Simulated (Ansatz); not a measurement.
# Sn: energy against volume

Sn (diamond, Fd-3m, 34.969 Å³/atom and stress up to 0.01 GPa in the relaxed cell, cube axes along x, y and z) under an equal strain ε along all three axes. PBEsol in Ansatz, a plane-wave DFT program (PAW, default set), 420 eV, 15×15×15 Γ-centred mesh, Fermi-Dirac smearing 0.10 eV; ions are relaxed, or left where forces stay under 0.02 eV/Å, within the symmetry of each cell.

Here V stands for volume and E for E less E0.

| volume (Å³/atom) | E less E0 (meV/atom) | pressure (GPa) |
|---|---|---|
| 32.9123 | 17.45 | 2.93 |
| 33.4186 | 9.58 | 2.11 |
| 33.9301 | 4.13 | 1.36 |
| 34.4468 | 0.98 | 0.66 |
| 34.9687 | 0.00 | 0.01 |
| 35.4959 | 1.06 | -0.59 |
| 36.0283 | 4.05 | -1.14 |
| 36.5660 | 8.86 | -1.65 |
| 37.1091 | 15.40 | -2.13 |
| 38.2113 | ? | ? |

Taking the third-order Birch-Murnaghan form, a cubic in V^(-2/3) for E over the 9 complete rows: With u = V^(-2/3) - 0.0936, the rows have u = 0.0037706, 0.0027846, 0.0018135, 0.0008570, -0.0000852, -0.0010135, -0.0019278, -0.0028287, -0.0037166. Least squares gives E = 0.000 + 137.7·u + 1171169·u² + 5217377·u³. Residuals (row less fit): 0.000, 0.003, -0.003, -0.001, 0.003, 0.002, 0.000, -0.004, 0.002; standard error 0.003 (degrees of freedom: 5). Its minimum lies at u = -0.0000588, so V0 = (0.0935412)^(-3/2) = 34.95. There d²E/du² = 2340000 and d³E/du³ = 3.130e7, so B0 = (4/9) × 34.95^(-7/3) × 2340000 × 0.160218 = 41.7 GPa (the last factor turns the table's units into GPa), and B0' = 4 + (2/3) × 0.0935412 × (3.130e7)/2340000 = 4.8. B0' rests on the cubic coefficient alone and has a standard error of 0.1 from these residuals.

### Question
Predict the withheld E at V = 38.2113 from the fit, and compare with the calculation.

### Answer
u = -0.0054534, so E = 0.000 + 137.7 × (-0.0054534) + 1171169 × (-0.0054534)² + 5217377 × (-0.0054534)³ = 33.233 meV/atom. The calculation gives 33.22 meV/atom, 0.013 meV/atom below the prediction (0.0 % of the range of E in the table). The row lies outside the fitted rows, so this is an extrapolation. The scatter of the fitted rows lies at the last printed digit.

This level leaves no gap over 0.05 eV at strain -2.00, -1.50, -1.00, -0.50, 0.00, 0.50, 1.00, 1.50, 2.00, 3.00 %. Other structures, which can take over under pressure, weren't tried. The same form fitted to the pressure column gives B0' = 4.9; series where the two differ by over 0.4 aren't shown. Sn is here grey tin, stable below 13 °C. Rows are the converged runs of the series near zero and its far end, less any whose ions stayed unrelaxed beside relaxed ones; series whose fitted rows scatter by over a few per cent of the range, as at a crossing or softening among them, aren't shown in this form.
